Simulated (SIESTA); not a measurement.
Band structure of HfH₂ (I4/mmm, 3 atoms in the cell).

```yaml
crystal:
  lattice:
    - [-1.73070, 1.73070, 2.14480]
    - [1.73070, -1.73070, 2.14480]
    - [1.73070, 1.73070, -2.14480]
  atoms:
    - { symbol: Hf, position: [0.00000, 0.00000, 0.00000] }
    - { symbol: H, position: [0.25000, 0.75000, 0.50000] }
    - { symbol: H, position: [0.75000, 0.25000, 0.50000] }
```

Level of theory: GGA PBEsol, numerical atomic orbitals DZP, PseudoDojo PBEsol standard norm-conserving potentials (rewritten from UPF to PSML) (SIESTA).

Settings: XC.functional = GGA; XC.authors = PBEsol; potentials = PseudoDojo PBEsol standard; PAO.BasisSize = DZP; PAO.EnergyShift = 0.005 Ry; MeshCutoff = 400 Ry; kgrid.MonkhorstPack = 9 9 9; OccupationFunction = MP; OccupationMPOrder = 0; ElectronicTemperature = 0.136 eV; MaxSCFIterations = 150; SCF.Mixer.Method = Pulay; SCF.Mixer.Weight = 0.2; SCF.Mixer.History = 8.

The starting cell comes from a database of computed structures (which also holds hypothetical and non-ambient phases and stackings), without a prior relaxation at this level. Spin-orbit coupling is off. Values carry the incompleteness of an atom-centred basis.

Levels in eV from the Fermi level, bands 4 to 9:
| point | 4 | 5 | 6 | 7 | 8 | 9 |
|---|---|---|---|---|---|---|
| Γ | -30.81 | -11.36 | -0.74 | -0.49 | -0.49 | 0.39 |
| X | -30.99 | -6.65 | -5.70 | -4.20 | 3.98 | 4.26 |
| Y | -31.13 | -7.34 | -4.88 | -3.06 | 1.25 | 5.00 |
| S | -31.15 | -7.62 | -4.49 | -3.41 | 3.04 | 4.25 |
| Z | -31.18 | -7.85 | -4.11 | -3.86 | 4.71 | 4.83 |
| S1 | -31.15 | -7.62 | -4.49 | -3.41 | 3.04 | 4.25 |
| N | -30.88 | -8.46 | -5.09 | -0.89 | 0.68 | 3.85 |
| P | -31.07 | -6.23 | -6.23 | -2.44 | 1.51 | 4.02 |
| Y1 | -31.13 | -7.34 | -4.88 | -3.06 | 1.25 | 5.00 |

Bands cross the Fermi level along this path, so the cell is metallic at this level.

Higher empty bands are left out: an atom-centred basis made for the valence describes them poorly.
